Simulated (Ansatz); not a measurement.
Start from AgCl in the rock salt structure (space group Fm-3m, No. 225).

AgCl is taken in the cubic space group Fm-3m (No. 225), the rock salt structure, Pearson symbol cF8. Cell: a = b = c = 5.447 Å, α = β = γ = 90.00°. Ag on 4a is coordinated by 6 Cl at 2.724 Å (octahedral). Cl on 4b is coordinated by 6 Ag at 2.724 Å (octahedral). (Neighbours: up to the widest gap in distance over summed covalent radii, below 1.35, at either atom; cation-cation and far metal-metal contacts left out.)
(The calculation used a cell of 2 atoms; values per cell refer to that cell.)

All numbers come from PBEsol, PAW, 420 eV (Ansatz, an electronic-structure program; no spin-orbit coupling).

Base values:

The valley order comes out as Γ 0.72 eV; X along ⟨100⟩ 2.13 eV. The density is 5.89 g/cm³ and the smallest direct gap is 3.03 eV.

It is then changed as follows: hydrostatic tension (pressure −2 GPa).

Problem. How does this affect the valley order, density and smallest direct gap?

Solution. The valley order (the lowest conduction-band minima on the path, energy above the VBM, named in the base's zone) becomes Γ 0.73 eV; X along ⟨100⟩ 2.20 eV (base: Γ 0.72 eV; X along ⟨100⟩ 2.13 eV); the density decreases by 0.23 g/cm³, from 5.89 g/cm³ to 5.66 g/cm³; the smallest direct gap shrinks by 0.14 eV (3.03 eV → 2.89 eV).

Load acts through the strain it causes; cell and atoms are relaxed under it. No phonon test of stability was made.
